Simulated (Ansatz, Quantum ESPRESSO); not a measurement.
## CaGa2 (P6/mmm, 3 atoms in the cell) computed with different codes at matched settings

Zone-centre phonon calculation.

```yaml
crystal:
  lattice:
    - [4.23886, 0.00000, 0.00000]
    - [-2.11943, 3.67096, 0.00000]
    - [0.00000, 0.00000, 4.41641]
  atoms:
    - { symbol: Ca, position: [0.00000, 0.00000, 0.00000] }
    - { symbol: Ga, position: [0.33333, 0.66667, 0.50000] }
    - { symbol: Ga, position: [0.66667, 0.33333, 0.50000] }
```

Shared settings, as Ansatz (an electronic-structure program) writes them: kpoints.mp_grid.grid = 7 7 6; scf.occupations.method = fermi_dirac; scf.occupations.width = 0.1 eV. Potentials and cutoffs stand in the table.

```
code                                                                               model  highest zone-centre frequency (cm⁻¹)  cutoff
----------------  ----------------------------------------------------------------------  ------------------------------------  ------
Ansatz                                               LDA (PW92), PAW files made with PBE                                   232  420 eV
Quantum ESPRESSO  LDA (PW92), PseudoDojo standard norm-conserving (LDA) pseudopotentials                                   231   80 Ry
```

The spread over the programs that give each value: highest zone-centre frequency within 1.0 cm⁻¹.

The starting cell comes from a database of computed structures (which also holds hypothetical and non-ambient phases and stackings), without a prior relaxation at this level.

Keys are those of Ansatz 0.2.
